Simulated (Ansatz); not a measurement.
Amorphous Si$_{20}$B$_{10}$N$_{30}$, 60 atoms at 2.40 g/cm³, one PBE-relaxed geometry, zone centre. Methods: PBE, scalar-relativistic without spin-orbit coupling (Ansatz, an electronic-structure program); r2SCAN, scalar-relativistic without spin-orbit coupling (Ansatz); HSE06, scalar-relativistic without spin-orbit coupling (Ansatz). Plane waves to 420 eV (r2SCAN 500 eV); exact exchange is cut at the cell's faces. The usual formal charges leave 20 electrons over, so the level spacing at the Fermi energy parts defect or band states and needn't be the band gap. At PBE the levels at the empty edge of the gap are localised (band-tail or defect states), and the nearest spread-out levels lie 1.5 eV apart at the zone centre. The higher rungs were started with moments on some atoms, which died out.

Preparation: random packing, a CHGNet melt and quench, and a DFT relaxation. N atoms were pushed apart under 1.9 Å during the dynamics, to hinder bonds among them. The hot cell started wider than the set density and was brought back towards it in steps. It is the lowest in DFT energy of 2 quenches. It is a model cell: composition and starting density were chosen by hand, and all elements were melted together. No dispersion term was used. Its density started from a set value of 2.40 and ended at 2.40 g/cm³. The simulated quench (nominally 630 K/ps over its main leg) is rapid and tends to freeze in more defects than a deposited or slowly cooled glass has. A cell of this size samples the disorder only roughly. The volume was held where the preparation left it and the shape relaxed, at a PBE pressure of -3.7 GPa (tension). Stress components on the final sampling reach 3.9 GPa. On a 2×2×2 Γ-centred mesh force components of up to 0.23 eV/Å stay, since the relaxation ran on the zone centre alone.

The relaxation ran on the zone centre alone. At PBE the level spacing at the Fermi energy is 0.65 eV on a 2×2×2 Γ-centred mesh, and the spacing at the zone centre alone 0.70 eV.

**Question.** What zone-centre spacing does r2SCAN give, roughly?

**Answer.** 0.79 eV (+0.08 eV against PBE).

**Question.** What zone-centre spacing does HSE06 give, roughly?

**Answer.** 1.39 eV (+0.68 eV against PBE).

The highest filled and the lowest empty state spread over these numbers of atoms (participation numbers): PBE: 7.5 and 3.7; r2SCAN: 6.8 and 3.6; HSE06: 5.8 and 3.5.
